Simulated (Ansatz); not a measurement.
We consider fluorite CoSi2, described by RPBE (Ansatz, a quantum-chemistry and plane-wave program, plane waves, PAW).

Settings: plane-wave cutoff 520 eV, 18×18×18 k mesh, Fermi–Dirac smearing 0.05 eV, no spin polarisation, scalar-relativistic PAW data made under PBE.

Cell (relaxed at this level):

```cif
data_CoSi2
_chemical_formula_sum 'Co1 Si2'
_space_group_name_H-M_alt 'P 1'
_space_group_IT_number 1
_cell_length_a 3.81122
_cell_length_b 3.81122
_cell_length_c 3.81122
_cell_angle_alpha 60.000
_cell_angle_beta 60.000
_cell_angle_gamma 60.000
loop_
_space_group_symop_operation_xyz
  'x, y, z'
loop_
_atom_site_label
_atom_site_type_symbol
_atom_site_fract_x
_atom_site_fract_y
_atom_site_fract_z
_atom_site_occupancy
Co1 Co 0.00000 0.00000 0.00000 1
Si1 Si 0.25000 0.25000 0.25000 1
Si2 Si 0.75000 0.75000 0.75000 1
```

Problem. Estimate the bulk modulus and pressure derivative B′ of the bulk modulus that the calculation returns.

Solution. 
* **bulk modulus**: 171 GPa
* **pressure derivative B′ of the bulk modulus**: 4.6

The run finds no gap.

The computed numbers hold no vibrational or temperature effects.

Cost on a shared machine: very roughly 90 core-seconds.
